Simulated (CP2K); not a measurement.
Band structure of KF (Fm-3m, 2 atoms in the cell).

```yaml
crystal:
  lattice:
    - [3.75654, 0.00000, 0.00000]
    - [1.87827, 3.25326, 0.00000]
    - [1.87827, 1.08442, 3.06720]
  atoms:
    - { symbol: K, position: [0.00000, 0.00000, 0.00000] }
    - { symbol: F, position: [0.50000, 0.50000, 0.50000] }
```

Computed with PBE, GPW, DZVP-MOLOPT-SR-GTH basis, GTH-PBE potentials (GTH_POTENTIALS) (CP2K).

Settings: CUTOFF = 550 Ry; REL_CUTOFF = 50 Ry; KPOINTS/SCHEME = MONKHORST-PACK 6 6 6; GAMMA_CENTERED = T; XC_FUNCTIONAL = PBE; K/BASIS_SET = DZVP-MOLOPT-SR-GTH; K/POTENTIAL = GTH-PBE-q9; F/BASIS_SET = DZVP-MOLOPT-SR-GTH; F/POTENTIAL = GTH-PBE-q7; METHOD = GPW; EPS_DEFAULT = 1e-11; EXTRAPOLATION = USE_GUESS; NGRIDS = 5; SCF_GUESS = ATOMIC.

The starting cell comes from a database of computed structures (which also holds hypothetical and non-ambient phases and stackings), without a prior relaxation at this level. Its lattice was rescaled by a random factor within 2.5 % of one. Values carry the incompleteness of an atom-centred basis.

Problem. Predict the gap along the standard path and the places of the band edges.

Solution. The gap along the path is 6.36 eV, direct at Γ to within 0.01 eV.

Levels in eV from the top of the valence band on the SCF mesh, bands 5 to 9:
```tsv
point	5	6	7	8	9
Γ	-9.49	0.00	0.00	0.00	6.36
X	-9.71	-0.21	-0.06	-0.06	8.22
W	-9.58	-0.42	-0.17	-0.17	9.78
K	-9.64	-0.35	-0.21	-0.20	8.99
L	-9.52	-0.81	-0.37	-0.37	9.38
U	-9.64	-0.35	-0.21	-0.20	8.99
```

Higher empty bands are left out: an atom-centred basis made for the valence describes them poorly.
